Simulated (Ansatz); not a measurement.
Results of G0W0@HSE06 (plane waves, hard PAW, contour deformation; Ansatz, a program for electronic structure) for BeSe (P6₃/mmc, No. 194, 4 atoms in the cell; start mp-1008524; a measured phase of this formula has another space group).

The cell is the one relaxed with PBEsol. Conventional cell: a = 3.4856 Å, b = 3.4856 Å, c = 5.4927 Å, α = 90.00°, β = 90.00°, γ = 120.00°.

The quasiparticle gap at Γ at a fixed k mesh 3×3×2:

```csv
response cutoff,value (eV)
"200 eV, 682 empty bands",3.487
"250 eV, 953 empty bands",3.504
"300 eV, 1253 empty bands",3.514
"400 eV, 1929 empty bands",3.525
```

**Question.** Taking the value to converge with the response cutoff E as E^(−3/2), extrapolate from the last two rows.

**Answer.** With y = y∞ + c/w and weights w = 5196 and 8000 for the last two rows, y∞ = (w2 y2 − w1 y1)/(w2 − w1) = (8000 × 3.525 − 5196 × 3.514)/2804 = 3.545 eV, which lies 0.020 beyond the last row. Successive pairs of rows give 3.547, 3.546, 3.545. The limit also hangs on the law assumed, so its last digits aren't firm.

The other settings are not extrapolated, so this is the limit in one setting alone.

At the last cutoff the smallest gap on this mesh is 1.20 eV, with an edge away from Γ.

Spin–orbit coupling is not included.

Note: GW on a hybrid start was not checked against another program.

A start named mp-… is a Materials Project structure, which need not be a measured phase.
